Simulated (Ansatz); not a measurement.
Effect of tensor shear ε_yz = −0.86 % on GaN

The parent structure is GaN in the wurtzite structure (space group P6_3mc, No. 186; a = 3.183 Å, c = 5.184 Å). Axes: x lies along a and z along c of the hexagonal cell.

One thing is altered: tensor shear ε_yz = −0.86 % (engineering shear γ = -0.0172); the atoms relax in the strained cell.

Computed with r2SCAN, PAW, 500 eV (Ansatz, a quantum-chemistry and plane-wave program; without spin-orbit coupling). k-mesh 12×12×7 (Γ-centred); smearing 0.05 eV (Fermi–Dirac).

The volume per atom stays 11.37 Å³ and the space group goes from P6_3mc (No. 186) to Cm (No. 8). The shortest interatomic distance falls by 0.35 pm, from 194.6 pm to 194.2 pm and the energy goes up by 1.0 meV/atom. The band gap shrinks by 0.04 eV to 2.31 eV and the gap character stays direct at Γ. The electron mass goes from 0.17 mₑ along c, 0.19 mₑ across (at Γ) to 0.17 mₑ along z, 0.19 mₑ across (at Γ) and the valence-band top at Γ (three highest levels, from the VBM) goes from 0.00, 0.00, -0.04 eV to 0.00, -0.03, -0.10 eV. The stress (xx, yy, zz, yz, xz, xy; compression positive) amounts to (0.01, -0.03, 0.02, 1.69, 0.00, 0.00) GPa.

Final structure:

```xyz
4
Lattice="3.1831 0.0000 0.0000 -1.5916 2.7567 -0.0237 0.0000 -0.0446 5.1836" Properties=species:S:1:pos:R:3 pbc="T T T"
Ga     1.5916     0.9152    -0.0028
Ga     0.0000     1.8120     2.5811
N      1.5916     0.8948     3.2278
N      0.0000     1.8356     0.6281
```

Masses are band curvatures over ±0.01 Å⁻¹ around the edge. Whether these cells are dynamically stable was not tested. Labels are those of the standard path for the cell's own space group.
